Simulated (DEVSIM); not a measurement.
Device: Pt/SiO2/p-Si capacitor, at 400 K.

Layer 1 from the left is SiO2, thickness (nm) 7.20. Layer 2 from the left is Si, thickness (nm) 750, Na (cm⁻³) 5.9e17.

Metal gate on the left, work function 5.6 eV. Fixed charge at the semiconductor interface 1.3e10 cm⁻² (in units of +e); no interface traps.

The device is made up for the run: typed textbook-type constants, with dimensions and the other settings drawn at random. Values at 300 K; Nc and Nv go as T^1.5, mobilities as T to minus their exponent, the gap by Varshni's rule with the affinity fixed.

SiO2: gap (eV) 9, affinity (eV) 0.9, permittivity 3.9. Si: gap (eV) 1.124, affinity (eV) 4.05, permittivity 11.7, Nc (cm⁻³) 2.86e19, Nv (cm⁻³) 3.1e19, Varshni α (eV/K) 0.000473, Varshni β (K) 636.

Simulated with DEVSIM: 1D Poisson equation in equilibrium, Boltzmann statistics, complete ionisation; no quantum confinement or tunnelling. Metal contacts follow the ideal Schottky-Mott rule: no Fermi-level pinning, no interface dipoles.

**Question.** What does the simulation give for the minimum of the low-frequency capacitance, the flat-band voltage?

**Answer.** minimum of the low-frequency capacitance 0.179 μF/cm²; flat-band voltage 0.60 V.
